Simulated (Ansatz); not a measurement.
**Sensitivity of a calculation on AlInSb2 (P-4m2, 4 atoms in the cell) to its settings**

```
CELL_PARAMETERS angstrom
      4.40388     0.00000     0.00000
      0.00000     4.40388     0.00000
      0.00000     0.00000     6.20470
ATOMIC_POSITIONS crystal
  Al 0.00000 0.00000 0.00000
  In 0.50000 0.50000 0.50000
  Sb 0.00000 0.50000 0.23337
  Sb 0.50000 0.00000 0.76663
```

Base run A: PBE0, default PAW files made with PBE (Ansatz, a program for electronic structure), self-consistent single point.

Its settings: basis.ecutwfc = 420 eV; kpoints.mp_grid.grid = 3 3 3; hamiltonian.xc = pbe0; hamiltonian.pseudopotentials = {kind: paw} (the program's default PAW files); scf.occupations.method = gaussian; scf.occupations.width = 0.05 eV.

The starting cell comes from a database of computed structures (which also holds hypothetical and non-ambient phases and stackings), without a prior relaxation at this level. Its lattice was rescaled by a random factor within 2.5 % of one. Spin-orbit coupling is off. In the base run, with a pressure of about 4 GPa the cell is away from its equilibrium volume at this level. Ansatz's pressure includes its estimate of the finite-basis (Pulay) stress. Another mesh or the band path of this cell gives a smaller gap, so this value is not converged in the mesh.

ΔF is the free energy per atom less that of run A. A dash stands where there is no value to compare (another energy zero or no entropy term, no result, no spin, no clean gap, or a mesh too coarse for one). Total energies depend on the potentials, the functional and any Hubbard or dispersion term, so they are compared only between runs that share all of them.

```json
[
 {"run": "A", "change": "base", "ΔF (meV/atom)": "0.00", "pressure (GPa)": "3.79", "largest force (eV/Å)": "0.125", "gap on the mesh (eV)": "2.388"},
 {"run": "B", "change": "hamiltonian.xc: pbe0 → pbesol [PBEsol]", "ΔF (meV/atom)": "–", "pressure (GPa)": "3.13", "largest force (eV/Å)": "0.131", "gap on the mesh (eV)": "0.834"},
 {"run": "C", "change": "hamiltonian.xc: pbe0 → hse06 [HSE06]", "ΔF (meV/atom)": "–", "pressure (GPa)": "3.91", "largest force (eV/Å)": "0.138", "gap on the mesh (eV)": "1.737"},
 {"run": "D", "change": "scf.convergence.dr2_threshold: default (1e-07 eV) → 1e-12 eV", "ΔF (meV/atom)": "0.00", "pressure (GPa)": "3.79", "largest force (eV/Å)": "0.125", "gap on the mesh (eV)": "2.388"},
 {"run": "E", "change": "scf.self_checks: default → high", "ΔF (meV/atom)": "0.00", "pressure (GPa)": "3.79", "largest force (eV/Å)": "0.125", "gap on the mesh (eV)": "2.388"},
 {"run": "F", "change": "scf.mixing.algorithm: default (the program chose MSR1) → anderson; scf.mixing.beta: default → 0.02", "ΔF (meV/atom)": "0.00", "pressure (GPa)": "3.79", "largest force (eV/Å)": "0.125", "gap on the mesh (eV)": "2.388"},
 {"run": "G", "change": "scf.mixing.preconditioner: default (the program chose none) → kerker; scf.mixing.q_tf: default → 0.2", "ΔF (meV/atom)": "0.00", "pressure (GPa)": "3.79", "largest force (eV/Å)": "0.125", "gap on the mesh (eV)": "2.388"}
]
```

Run G against A: The free energy is nearly the same (within 1 meV/atom), the pressure stays at 3.79 GPa, the largest force stays at 0.125 eV/Å and the gap on the mesh stays at 2.388 eV.

Run B against A: The pressure goes from 3.79 to 3.13 GPa, the largest force goes from 0.125 to 0.131 eV/Å and the gap on the mesh goes from 2.388 to 0.834 eV.

Keys are those of Ansatz 0.2.
